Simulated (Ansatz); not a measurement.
# What pressure 30 GPa does to AlV2C

Take AlV₂C (space group P6_3/mmc, No. 194; a = 2.878 Å, c = 13.025 Å) as the base.

Perturbation: cell and atoms relaxed at a pressure of 30 GPa.

Level of theory: PBEsol in Ansatz (plane waves to 420 eV, PAW, scalar-relativistic without spin-orbit coupling). k-mesh 19×19×4 (Γ-centred); smearing 0.05 eV (Fermi–Dirac).

```tsv
quantity	base	changed	shift
volume per atom	11.68 Å³	10.31 Å³	-1.37 Å³
density	5.01 g/cm³	5.67 g/cm³	+0.66 g/cm³
lattice parameter a	2.878 Å	2.758 Å	-0.120 Å
c/a ratio	4.526	4.542	+0.0153
shortest interatomic distance	1.998 Å	1.944 Å	-0.054 Å
enthalpy H = E + PV relative to the base's energy	–	+2.04 eV/atom	–
band gap	zero	zero	–
```

Final structure:

```
CELL_PARAMETERS angstrom
      2.75775     0.00000     0.00000
     -1.37888     2.38828     0.00000
      0.00000     0.00000    12.52455
ATOMIC_POSITIONS crystal
  Al 0.33333 0.66667 0.75000
  Al 0.66667 0.33333 0.25000
  V  0.33333 0.66667 0.08908
  V  0.66667 0.33333 0.58908
  V  0.66667 0.33333 0.91092
  V  0.33333 0.66667 0.41092
  C  0.00000 0.00000 0.00000
  C  0.00000 0.00000 0.50000
```

Cost of the whole job for the changed cell (relaxation, final SCF and bands): about 2.9 core-minutes (a rough figure).

Load acts through the strain it causes; cell and atoms are relaxed under it. Whether these cells are dynamically stable was not tested. No other phases were tried under pressure. Seeded moments were not kept for the base. The final runs are not spin-polarised.

Ansatz is a quantum-chemistry and plane-wave program.
